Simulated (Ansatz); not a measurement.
## What O → Te does to KTaO3

The parent structure is KTaO3 in the cubic perovskite structure (space group Pm-3m, No. 221; a = 3.9901 Å).

It is then changed as follows: full substitution O → Te; the structure is relaxed again.

All numbers come from r2SCAN (Ansatz, a program for electronic structure; PAW; 500 eV plane waves; without spin-orbit coupling). Settings: 9×9×9 k-points, 0.05 eV Fermi–Dirac smearing, for the changed cell.

| quantity | base | changed | shift |
|---|---|---|---|
| density | 7.01 g/cm³ | 6.01 g/cm³ | -1.00 g/cm³ |
| lattice parameter a | 3.990 Å | 5.503 Å | +1.513 Å |
| space group | Pm-3m (No. 221) | Pm-3m (No. 221) | – |
| band gap | 2.63 eV | zero | – |

Spin-orbit coupling, missing from the scalar runs, can matter with Ta. Stability against distortions was not tested. As relaxed here, KTaTe3 is a hypothetical phase, not in the database extracts checked. All final runs are without spin polarisation. KTaTe3 has a high density of states at the Fermi level and may be magnetic at this level.
